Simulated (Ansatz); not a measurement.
# A computed series for hypothetical simple cubic Mo: pressure series

Start from Mo in the simple cubic structure (space group Pm-3m, No. 221; a = 2.569 Å; a hypothetical phase, not in the database extracts checked).

Cell and atoms are relaxed at each pressure.

The values are results of DFT with PBEsol, PAW potentials and a 420 eV plane-wave cutoff in Ansatz (a program for electronic structure), spin-orbit coupling left out, not measurements.

```csv
P (GPa),V (Å³/atom)
-2.01,17.126
-1.01,17.041
0.30,16.933
0.70,16.901
1.50,16.838
2.99,16.722
5.00,16.573
7.50,16.396
10.00,16.229
```

Task: Fit a third-order Birch–Murnaghan equation of state.

Result: Least squares on P(V) = (3B₀/2)[(V₀/V)^(7/3) − (V₀/V)^(5/3)]·[1 + (3/4)(B₀′ − 4)((V₀/V)^(2/3) − 1)] gives V₀ = 16.96 Å³/atom, B₀ = 207 GPa and B₀′ = 4.2.

Load acts through the strain it causes; cell and atoms are relaxed under it. No phonon test of stability was made. No other phases were tried under pressure. The final runs are not spin-polarised.
